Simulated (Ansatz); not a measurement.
# Ru under a change: biaxial strain −0.83 %, plane normal [001], relaxed out of plane

The parent structure is Ru in the hcp (Mg type) structure (space group P6_3/mmc, No. 194; a = 2.706 Å, c = 4.265 Å; relaxed with 0.1 eV smearing). Axes: x lies along a and z along c of the hexagonal cell.

Perturbation: biaxial strain −0.83 %, plane normal [001], relaxed out of plane (Cartesian); in-plane vectors clamped, the third vector and the atoms free.

Calculations: Kohn–Sham DFT with the r2SCAN functional, run in Ansatz (an electronic-structure program) with PAW and 500 eV plane waves, without spin-orbit coupling, earlier PAW set. k-mesh 24×24×14 (Γ-centred); smearing 0.1 eV (Fermi–Dirac).

```tsv
quantity	base	changed	shift
volume per atom	13.52 Å³	13.36 Å³	-0.16 Å³
space group	P6_3/mmc (No. 194)	P6_3/mmc (No. 194)	–
pressure (mean of the normal stresses, compression positive)	0.0 GPa	4.1 GPa	+4.1 GPa
band gap	zero	zero	–
out-of-plane strain	–	+0.46 %	–
mean in-plane stress (compression positive)	–	+6.1 GPa	–
```

Final structure (turned so that z lies along the plane normal):

```xyz
2
Lattice="2.6831 0.0000 0.0000 1.3415 2.3236 0.0000 0.0000 0.0000 4.2846" Properties=species:S:1:pos:R:3 pbc="T T T"
Ru     1.3415     0.7745     3.2134
Ru     2.6831     1.5491     1.0711
```

Stability against distortions was not tested. The final runs are not spin-polarised.
